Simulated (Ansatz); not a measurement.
**Fluorite NiSi2: properties by level of theory**

Reference values: lattice constant a 5.406 Å (measured, temperature not stated, not corrected to a static lattice; as tabulated in Wikipedia's data pages).

| level (code) | lattice constant a (Å) | formation enthalpy (eV/atom) |
|---|---|---|
| PBE-D4 (Ansatz) | [?] | [?] |
| r²SCAN-D4 (Ansatz) | [?] | -0.382 |
| r²SCAN+rVV10 (Ansatz) | 5.376 | -0.366 |
| HSE06 (Ansatz) | 5.374 | -0.357 |

Question: Fill in the missing entries.

Answer: 
- PBE-D4 (Ansatz, an electronic-structure program), lattice constant a (Å): 5.384
- PBE-D4 (Ansatz), formation enthalpy (eV/atom): -0.435
- r²SCAN-D4 (Ansatz), lattice constant a (Å): 5.367

Caveats: exact exchange on metals is sensitive to the k mesh and can open a false gap (HSE06); the run warned that the count of filled bands differs between k points (HSE06). Ansatz's density-functional and Hartree–Fock values are scalar-relativistic unless marked +SOC, with PAW data made under PBE.

The crystal itself was run without spin with PBE-D4, r²SCAN-D4, r²SCAN+rVV10, HSE06; a magnetic state was not tried in these runs.
